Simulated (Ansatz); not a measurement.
The starting structures come from a database of crystals and need not be the phases stable at ambient conditions.

Inside the gap of an insulator the Bloch states are evanescent, with a wavenumber k + iκ along the transport direction.

Given:

```yaml
crystal:
  lattice:
    - [5.35738, 0.00000, 0.00000]
    - [0.00000, 13.21042, 0.00000]
    - [2.67869, 0.00000, 2.67869]
  atoms:
    - { symbol: Na, position: [0.50000, 0.58331, 0.50000] }
    - { symbol: Na, position: [0.00000, 0.41669, 0.50000] }
    - { symbol: La, position: [0.00000, 0.10919, 0.50000] }
    - { symbol: La, position: [0.50000, 0.89081, 0.50000] }
    - { symbol: Ti, position: [0.50000, 0.27496, 0.50000] }
    - { symbol: Ti, position: [0.00000, 0.72504, 0.50000] }
    - { symbol: O, position: [0.00000, 0.93070, 0.50000] }
    - { symbol: O, position: [0.50000, 0.06930, 0.50000] }
    - { symbol: O, position: [0.00000, 0.59188, 0.50000] }
    - { symbol: O, position: [0.50000, 0.40812, 0.50000] }
    - { symbol: O, position: [0.00000, 0.23867, 0.00000] }
    - { symbol: O, position: [0.50000, 0.23867, 0.00000] }
    - { symbol: O, position: [0.50000, 0.76133, 0.00000] }
    - { symbol: O, position: [0.00000, 0.76133, 0.00000] }
```

Space group of this cell: P4/nmm. The cell is taken as given; by r2SCAN its mean pressure is -3.2 GPa.

Transport runs along the normal of the first two printed cell vectors, the (110) plane of the conventional cell.

No gap correction and no spin-orbit coupling; mid-gap values are interpolated between computed energies.

Q: State the band gap and the smallest decay constant κ at mid-gap according to Ansatz (a first-principles code) with r2SCAN.

A: Gap 2.91 eV on a 12×4×12 mesh; κ = 0.300 1/Å, at the zone centre.
